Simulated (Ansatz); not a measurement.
## How far to go with the plane-wave cutoff: SnO (Pm, 4 atoms in the cell)

```yaml
crystal:
  lattice:
    - [3.37177, 0.00000, 0.00000]
    - [0.00000, 5.70247, 0.00000]
    - [0.00000, 0.00000, 4.24308]
  atoms:
    - { symbol: Sn, position: [0.00000, 0.23191, 0.52492] }
    - { symbol: Sn, position: [0.50000, 0.76809, 0.01314] }
    - { symbol: O, position: [0.00000, 0.89125, 0.73686] }
    - { symbol: O, position: [0.50000, 0.10875, 0.23686] }
```

Level of theory: PBEsol, default PAW files made with PBE (plane waves; Ansatz, a first-principles code).

Base settings: basis.ecutwfc = 30.9 Ry; kpoints.mp_grid.grid = 6 4 5; hamiltonian.xc = pbesol; hamiltonian.pseudopotentials = {kind: paw} (the program's default PAW files); scf.occupations.method = fixed.

The second cell is the first with its lattice scaled by 0.98.

The mesh stays at the base's, so the ladder's end is converged at best in this setting alone.

The first pressure column holds Ansatz's estimate of the finite-basis (Pulay) stress, which hides part of the cutoff error; the other is without it.

Only quantities that move along the ladder and can be compared are tabulated.

The count of work is k-points × plane waves × bands × iterations; it is no time. 

The starting cell comes from a database of computed structures (which also holds hypothetical and non-ambient phases and stackings), without a prior relaxation at this level. Its lattice was rescaled by up to half a per cent. One atom was moved a little off its site on purpose. In the base run, with a pressure of about -4 GPa the cell is away from its equilibrium volume at this level.

Steps (basis.ecutwfc): 10.7 Ry; 12.5 Ry; 14 Ry; 15.4 Ry; 16.9 Ry; 18.4 Ry; 21.7 Ry; 24.6 Ry; 27.9 Ry; 30.9 Ry; 33.8 Ry; 37.1 Ry; 41.5 Ry; 46.3 Ry; 54 Ry; 61.7 Ry; 74.2 Ry.

Task: What is the coarsest basis.ecutwfc that holds the free energy within 2 meV/atom of the last step, with all finer ones?

Result: 33.8 Ry, at 0.30 of the last step's count of work; the step before is off by 5.1 meV/atom.

Task: What is the coarsest basis.ecutwfc that holds the pressure without the Pulay estimate within 0.1 GPa of the last step, with all finer ones?

Result: 33.8 Ry, at 0.30 of the last step's count of work; the step before is off by 0.38 GPa.

Task: What is the coarsest basis.ecutwfc that holds the energy of the compressed cell less the first within 0.2 meV/atom of the last step, with all finer ones?

Result: 24.6 Ry, at 0.19 of the last step's count of work; the step before is off by 1.2 meV/atom.

```csv
basis.ecutwfc,free energy less the last step's (meV/atom),energy of the compressed cell less the first (meV/atom),pressure (GPa),pressure without the Pulay estimate (GPa),largest difference of a force vector from the last step's (eV/Å),count of work / last
10.7 Ry,34883.20,237.25,11.87,-875.54,2.500,0.060
12.5 Ry,15179.54,205.17,19.47,-445.97,4.950,0.072
14 Ry,7617.12,39.16,5.01,-250.25,1.834,0.080
15.4 Ry,4086.55,-10.08,-3.92,-147.34,0.429,0.095
16.9 Ry,2139.73,-26.29,-5.37,-85.00,0.178,0.11
18.4 Ry,1144.99,-25.27,-5.23,-50.80,0.109,0.12
21.7 Ry,292.97,-18.77,-4.66,-18.45,0.058,0.16
24.6 Ry,86.51,-17.72,-4.50,-9.21,0.024,0.19
27.9 Ry,20.76,-17.67,-4.46,-5.81,0.004,0.23
30.9 Ry,5.10,-17.44,-4.44,-4.84,0.004,0.27
33.8 Ry,1.42,-17.53,-4.44,-4.53,0.002,0.30
37.1 Ry,0.79,-17.56,-4.45,-4.46,0.001,0.35
41.5 Ry,0.63,-17.57,-4.45,-4.46,0.001,0.42
46.3 Ry,0.44,-17.58,-4.45,-4.46,0.001,0.49
54 Ry,0.33,-17.59,-4.45,-4.46,0.000,0.63
61.7 Ry,0.19,-17.60,-4.45,-4.46,0.000,0.76
74.2 Ry,0.00,-17.60,-4.45,-4.46,0.000,1.0
```

The energy difference between the two cells stays within 1 meV/atom of the last step's from 24.6 Ry on, the total only from 37.1 Ry on: much of the error is common to both cells and cancels.

At the lowest cutoff the pressure without the Pulay estimate lies 871 GPa under the last step's, the usual sign of Pulay stress in an incomplete plane-wave basis.

Keys are those of Ansatz 0.2.
